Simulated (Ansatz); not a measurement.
The reference is MgO in the rock salt structure (space group Fm-3m, No. 225; a = 4.2537 Å).

Perturbation: cell and atoms relaxed at a pressure of 100 GPa.

Levels (all Ansatz, a quantum-chemistry and plane-wave program, PAW): PBE (420 eV, without spin-orbit coupling); r2SCAN (500 eV, without spin-orbit coupling); HSE06 (420 eV, scalar-relativistic without spin-orbit coupling); PBE+SOC (420 eV, noncollinear with spin-orbit coupling).

One geometry, relaxed with PBE, under each level:

Notes on the quantities. hole mass: degenerate bands, along [100].

The valence-band top lists the three highest levels at Γ (Kramers pairs under SOC), from the VBM.

```csv
level,band gap,lowest conduction level above the VBM at special points,valence-band top at Γ,electron mass,hole mass,pressure
PBE,8.33 eV,Γ 8.33 eV; X 9.33 eV; L 10.02 eV; K 11.49 eV,"0.00, 0.00, 0.00 eV",0.47 mₑ (at Γ),"0.45, 1.8, 1.8 mₑ (at Γ)",1000.0 kbar
r2SCAN,9.37 eV,Γ 9.37 eV; X 10.27 eV; L 11.05 eV; K 12.51 eV,–,0.47 mₑ (at Γ),"0.46, 1.8, 1.8 mₑ (at Γ)",928.7 kbar
HSE06,10.37 eV,Γ 10.37 eV; X 11.20 eV; L 12.00 eV,–,–,–,–
PBE+SOC,8.32 eV,Γ 8.32 eV; X 9.31 eV; L 10.01 eV; K 11.47 eV,"0.00, 0.00, -0.04 eV",0.47 mₑ (at Γ),"0.60, 1.8 mₑ (at Γ)",999.9 kbar
```

Single points use the geometry relaxed with PBE. Their cutoffs differ, which shifts pressures a little. The spin-orbit shifts are approximate. Load acts through the strain it causes; cell and atoms are relaxed under it. Masses are band curvatures over ±0.01 Å⁻¹ around the edge. Whether these cells are dynamically stable was not tested. Competing high-pressure phases were not computed.
